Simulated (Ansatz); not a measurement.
The starting structures come from a database of crystals and need not be the phases stable at ambient conditions.

By PBEsol, the system below comes out a metal.

The ballistic (Sharvin) conductance counts the channels at the Fermi level: G/A = (e²/h) × channels of both spins per area.

Consider the following.

```
CELL_PARAMETERS angstrom
      5.23996     0.00000     0.00000
      0.00000     6.70446     0.00000
      2.61998    -3.35223     3.14256
ATOMIC_POSITIONS crystal
  Mg 0.33873 0.48902 0.32254
  Mg 0.66127 0.51098 0.67746
  Mg 0.83873 0.83352 0.32254
  Mg 0.16127 0.16648 0.67746
  Cu 0.75000 0.00000 0.00000
  Cu 0.25000 0.00000 0.00000
```

Space group of this cell: Ibam. The cell is taken as given; by PBEsol its mean pressure is -2.4 GPa.

The current flows along the normal of the first two printed cell vectors. No spin-orbit coupling; the value is a mean over 0.1 eV about the Fermi level.

Estimate the ballistic conductance per area that Ansatz (a program for electronic structure) with PBEsol returns for this system.

0.71 × 10¹⁵ S/m² for both spins.
